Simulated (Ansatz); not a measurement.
**Response to strain in Rh**

Take Rh in the fcc (Cu type) structure (space group Fm-3m, No. 225; relaxed with 0.1 eV smearing) as the base.

```
Rh
1.0
    0.00000     1.89079     1.89079
    1.89079     0.00000     1.89079
    1.89079     1.89079     0.00000
Rh
1
Direct
  0.00000   0.00000   0.00000
```

Cartesian axes are those of the cell as printed.

Strains are applied to the cell and any free atomic positions relax.

Calculations: PBEsol (Ansatz, a program for electronic structure, PAW, spin-orbit coupling left out).

Candidates:
(a) strain tensor (xx, yy, zz, yz, xz, xy) = (−0.03, +0.05, +1.14, +0.60, +0.99, −0.19) %
(b) uniaxial strain ε_zz = +2.20 %
(c) isotropic strain −2.08 %

Notes on the quantities. energy relative to the base: free energy F.

### Question
Order them by energy relative to the base, highest first.

### Answer
(c) isotropic strain −2.08 % (+53 meV/atom), (b) uniaxial strain ε_zz = +2.20 % (+9.1 meV/atom), (a) strain tensor (xx, yy, zz, yz, xz, xy) = (−0.03, +0.05, +1.14, +0.60, +0.99, −0.19) % (+7.0 meV/atom)

Stability against distortions was not tested. All final runs are without spin polarisation. Rh lies near a magnetic instability that expansion can trigger; it was not tested.
